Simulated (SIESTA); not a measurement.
Input and output of a self-consistent single point for Mg14AlNi (P-6m2, 16 atoms in the cell) (SIESTA).

Level of theory: LDA PW92, numerical atomic orbitals DZP, PseudoDojo LDA standard norm-conserving potentials (rewritten from UPF to PSML) (SIESTA 5.4.2).

```
CELL_PARAMETERS angstrom
      6.23421     0.00000     0.00000
     -3.11711     5.39898     0.00000
      0.00000     0.00000     9.96115
ATOMIC_POSITIONS crystal
  Mg 0.00056 0.50028 0.00000
  Mg 0.49972 0.99944 0.00000
  Mg 0.49972 0.50028 0.00000
  Mg 0.99498 0.49749 0.50000
  Mg 0.50251 0.00502 0.50000
  Mg 0.50251 0.49749 0.50000
  Mg 0.15989 0.84011 0.25913
  Mg 0.68022 0.84011 0.74087
  Mg 0.15989 0.31978 0.25913
  Mg 0.15989 0.84011 0.74087
  Mg 0.68022 0.84011 0.25913
  Mg 0.15989 0.31978 0.74087
  Mg 0.66667 0.33333 0.24800
  Mg 0.66667 0.33333 0.75200
  Al 0.00000 0.00000 0.00000
  Ni 0.00000 0.00000 0.50000
```

Reference input (self-consistent single point, DFT, LDA PW92, numerical atomic orbitals DZP, PseudoDojo LDA standard norm-conserving potentials (rewritten from UPF to PSML)): XC.functional = LDA; XC.authors = PW92; potentials = PseudoDojo LDA standard; PAO.BasisSize = DZP; PAO.EnergyShift = 0.01 Ry; MeshCutoff = 350 Ry; kgrid.MonkhorstPack = 5 5 3; OccupationFunction = FD; ElectronicTemperature = 0.05 eV; MaxSCFIterations = 150; SCF.Mixer.Method = Pulay; SCF.Mixer.Weight = 0.1. This run's input differs from it in these lines:

```diff
@@ -54,3 +54,6 @@
 SCF.Mixer.History            6
-SCF.DM.Tolerance             1.0E-04
+SCF.DM.Converge              false
+SCF.H.Converge               false
+SCF.FreeE.Converge           true
+SCF.FreeE.Tolerance          1.0E-12 eV
 Diag.ParallelOverK           true
```

Output (repeated stretches shortened):

```
        iscf     Eharris(eV)        E_KS(eV)     FreeEng(eV)     dDmax    Ef(eV) dHmax(eV)
   scf:    1   -26937.161395   -27118.105080   -27118.187462  0.950357 -2.734159 64.717886
   scf:    2   -27033.417290   -27165.557257   -27165.602322  0.793303 -3.189887 37.639968
   scf:    3   -27196.299101   -27182.979736   -27183.021610  0.515601 -3.153284 23.168638
   scf:    4   -27197.358106   -27192.162865   -27192.204740  0.330712 -3.136962  7.607084
   scf:    5   -26306.044088   -26907.793908   -26907.868811  1.473596 -2.373005122.864392
   [... 141 lines left out ...]
   scf:  147   -27194.031909   -27194.031909   -27194.076256  0.000000 -3.151505  0.000000
   scf:  148   -27194.031909   -27194.031909   -27194.076256  0.000000 -3.151505  0.000000
   scf:  149   -27194.031909   -27194.031909   -27194.076256  0.000000 -3.151505  0.000000
   scf:  150   -27194.031909   -27194.031909   -27194.076256  0.000000 -3.151505  0.000000
SCF_NOT_CONV: SCF did not converge in maximum number of steps (required).
SCF_NOT_CONV: SCF did not converge in maximum number of steps (required).
Geom step, scf iteration, dDmax, dHmax:    0   150      0.000000     0.000000
Geom step, scf iteration, dDmax, dHmax:    0   150      0.000000     0.000000

ABNORMAL_TERMINATION
ABNORMAL_TERMINATION
Stopping Program from Node:    0
Stopping Program from Node:    0
```

The run ended unconverged after 150 iterations. 

The starting cell comes from a database of computed structures (which also holds hypothetical and non-ambient phases and stackings), without a prior relaxation at this level. Values carry the incompleteness of an atom-centred basis.

Cost on one core of a shared machine: roughly 9 min.
